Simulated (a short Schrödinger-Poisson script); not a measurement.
# Symmetric double-gate stack, SiO2 on p-type Si(100)

Stack: symmetric double-gate stack, SiO2 on p-type Si(100), at 77 K.

| layer | material | thickness (nm) | Na (cm⁻³) |
|---|---|---|---|
| 1 | SiO2 | 2.9 | - |
| 2 | Si | 5 | 5e17 |
| 3 | SiO2 | 2.9 | - |

Constants are typed, rounded textbook-type inputs, not results; the design itself was drawn at random and stands for no fabricated device. SiO2: permittivity 3.9, conduction-band edge (eV) 3.15, gap (eV) 9, electron mass (mₑ) 0.5. Si: permittivity 11.7, conduction-band edge (eV) 0, gap (eV) 1.124, Nv at 300 K (cm⁻³) 3.1e19.

Channel valleys (confinement mass, in-plane density-of-states mass, number): Δ2 0.916, 0.19, 2; Δ4 0.19, 0.417, 4. At the gates, both at one voltage, the conduction-band edge of layer 1 lies 3.15 eV − eVg above the Fermi level of the channel. Gaps are held at their typed values at every temperature. Mesh 0.03 nm at interfaces.

Solved with a short Schrödinger-Poisson script written for these runs: 1D Poisson equation in equilibrium, electrons quantum, Hartree (BenDaniel-Duke, 12 states a valley, the channel's in-plane mass for all, wave functions ending at the dielectric), parabolic valleys, classical holes, full ionisation, no traps, pinning or gate leakage.

| Vg (V) | electrons (cm⁻²) | C (μF/cm²) | Δ2 E0 (meV) | Δ2 E1 (meV) | Δ4 E0 (meV) | Δ4 E1 (meV) |
|---|---|---|---|---|---|---|
| 0.1 | 8.12e11 | 1.78 | -1.0 | 46.0 | 61.8 | 296.9 |
| 0.3 | 3.14e12 | 1.91 | -19.2 | 22.6 | 43.9 | 273.8 |
| 0.5 | 5.57e12 | 1.98 | -32.2 | 5.1 | 31.5 | 256.9 |
| 0.7 | 8.08e12 | 2.04 | -41.0 | -7.1 | 23.6 | 245.3 |
| 0.9 | 1.06e13 | 2.06 | -47.7 | -16.9 | 17.9 | 236.3 |
| 1.1 | 1.32e13 | 2.07 | -53.7 | -25.7 | 13.1 | 228.5 |
| 1.3 | 1.58e13 | 2.09 | -59.1 | -33.7 | 9.0 | 221.5 |
| 1.5 | 1.84e13 | 2.10 | -64.2 | -41.2 | 5.5 | 215.2 |

Gate voltages with under 1e6 electrons/cm² are left out.

Subbands count from the Fermi level. The capacitance is that of both gates.
